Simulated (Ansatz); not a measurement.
GaN (model structure, started from the CsCl type, Pm-3m, No. 221, 2 atoms in the cell), treated with r²SCAN (plane waves, PAW; Ansatz, a first-principles code).

Run with plane-wave cutoff 560 eV, 22×22×22 k mesh, Fermi–Dirac smearing 0.05 eV, scalar-relativistic PAW data made under PBE.

Cell (relaxed at this level):

GaN is modelled in the cubic space group Pm-3m (No. 221), the CsCl type structure, Pearson symbol cP2. Lattice parameters: a = b = c = 2.6991 Å, α = β = γ = 90.00°. Ga on 1a is coordinated by 8 N at 2.337 Å (cubic). N on 1b sees 8 Ga at 2.337 Å (cubic). (Neighbours: up to the widest gap in distance over summed covalent radii, below 1.35, at either atom; cation-cation and far metal-metal contacts left out.)

Problem. Estimate the bulk modulus B0 that the calculation returns.

Solution. 
* **bulk modulus B0**: 175 GPa

The run finds no gap.

Note: the bulk modulus is −V dP/dV from two relaxed cells at ±2 % in volume; the relaxation could raise the start's symmetry but not lower it, so the cell can be a saddle point.

Static lattice: no zero-point or thermal effects.

A model structure was made by putting elements into a prototype or built by hand; it is no filed structure, need not be a known phase, and can be a saddle point held by its symmetry.
